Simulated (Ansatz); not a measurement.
Data:

Host crystal: 3C silicon carbide, with a band gap (PBE, scalar-relativistic without spin-orbit coupling).

End structure of CO on the 1x1 (110) surface of 3C silicon carbide (cut with top plane C + Si), one in a 2x2 cell, started at the site 'hollow C-C-Si-Si':

```xyz
50
Lattice="6.1943 0.0000 0.0000 0.0000 8.7600 0.0000 0.0000 0.0000 27.0000" Properties=species:S:1:pos:R:3 pbc="T T T"
C      0.0000     3.2273     9.6400
C      0.0000     7.6073     9.6400
C      3.0971     3.2273     9.6400
C      3.0971     7.6073     9.6400
Si     1.5486     2.3762     9.8826
Si     1.5486     6.7562     9.8826
Si     4.6457     2.3762     9.8826
Si     4.6457     6.7562     9.8826
C      1.5486     1.0384    11.1621
C      1.5486     5.4184    11.1621
C      4.6457     1.0384    11.1621
C      4.6457     5.4184    11.1621
Si     0.0000    -0.0299    11.1216
Si     0.0000     4.3501    11.1216
Si     3.0971    -0.0299    11.1216
Si     3.0971     4.3501    11.1216
C      0.0000     3.2647    12.7216
C      0.0000     7.6447    12.7216
C      3.0971     3.2647    12.7216
C      3.0971     7.6447    12.7216
Si     1.5486     2.1693    12.7410
Si     1.5486     6.5493    12.7410
Si     4.6457     2.1693    12.7410
Si     4.6457     6.5493    12.7410
C      1.5504     1.0636    14.2753
C      1.5484     5.4618    14.2828
C      4.6438     1.0636    14.2753
C      4.6458     5.4618    14.2828
Si     0.0000    -0.0281    14.2572
Si     0.0000     4.3585    14.2629
Si     3.0971    -0.0310    14.2638
Si     3.0971     4.3665    14.2591
C      0.0000     3.2356    15.8016
C      0.0000     7.6119    15.8481
C      3.0971     3.2291    15.8309
C      3.0971     7.6194    15.8700
Si     1.5422     2.1739    15.8427
Si     1.5454     6.5261    15.9031
Si     4.6521     2.1739    15.8427
Si     4.6488     6.5261    15.9031
C      1.5355     1.0786    17.3766
C      1.5375     5.3907    17.3644
C      4.6587     1.0786    17.3766
C      4.6568     5.3907    17.3644
Si     0.0000     0.1934    17.1113
Si     0.0000     4.4401    17.2311
Si     3.0971     0.2212    17.1336
Si     3.0971     4.5670    17.1299
C      0.0000     3.2000    18.8296
O      0.0000     2.9300    19.9383
```

Slab: 50 atoms, 7.7 Å thick at the start under the adsorbate (thin: gaps and levels are the slab's own); k 3x2x1, smearing 0.01 eV, dipole-corrected; single point; on the structure that PBE left under its start's symmetry; no spin, no spin-orbit, no U, no dispersion correction. At the end it is bonded to Si. In PBE it is, or lies within 0.03 eV of, the lowest of the starts that converged; the order may differ at this level.

A negative adsorption energy means that the adsorbate is more stable on the surface than in its reference.

**Question.** Estimate the adsorption energy against CO(g) at the same level that HSE06, at the PBE geometry run with Ansatz (a program for electronic structure) returns for this input.

**Answer.** -0.67 eV

**Question.** What change of the step from the bottom to the top vacuum level, against the clean slab does HSE06, at the PBE geometry give?

**Answer.** -0.49 eV
